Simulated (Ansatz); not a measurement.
Consider Ti in the hcp (Mg type) structure (space group P6_3/mmc, No. 194; a = 2.936 Å, c = 4.636 Å).

All numbers come from plane-wave PAW DFT at the r2SCAN level (Ansatz, a quantum-chemistry and plane-wave program, 500 eV), without spin-orbit coupling.

For the base:

```
Property              Result
-------------------  -------
Band gap                zero
Lattice parameter a  2.936 Å
```

It is then changed as follows: a hydrostatic pressure of 30 GPa.

**Question.** How does this affect the band gap?

**Answer.** The band gap is still zero.

**Question.** What does the calculation give for the lattice parameter a after the change?

**Answer.** The lattice parameter a shrinks by 0.178 Å to 2.758 Å.

Load acts through the strain it causes; cell and atoms are relaxed under it. Stability against distortions was not tested. Competing high-pressure phases were not computed. The final runs are not spin-polarised.
